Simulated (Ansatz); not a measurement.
Take MoSe₂ in the 2H-MoS2 type structure (space group P6_3/mmc, No. 194; layered, stacked along the Cartesian z axis) as the base.

```
MoSe2
1.0
    3.22765     0.00000     0.00000
   -1.61383     2.79523     0.00000
    0.00000     0.00000    12.34574
Mo Se
2 4
Direct
  0.33333   0.66667   0.25000
  0.66667   0.33333   0.75000
  0.33333   0.66667   0.61469
  0.66667   0.33333   0.11469
  0.66667   0.33333   0.38531
  0.33333   0.66667   0.88531
```

Cartesian axes are those of the cell as printed.

All numbers come from Kohn–Sham DFT with the PBEsol-D3(BJ) functional, run in Ansatz (an electronic-structure program) with PAW and 420 eV plane waves, without spin-orbit coupling, earlier PAW set.

Before the change:

The band gap comes out as 0.54 eV.

Perturbation: uniaxial strain ε_zz = +4.87 %, all other strain components held at zero, atoms relaxed at fixed cell.

### Question
Predict the new band gap and energy relative to the base.

### Answer
The band gap goes up by 0.29 eV, from 0.54 eV to 0.83 eV; the energy goes up by 11 meV/atom.

No phonon test of stability was made.
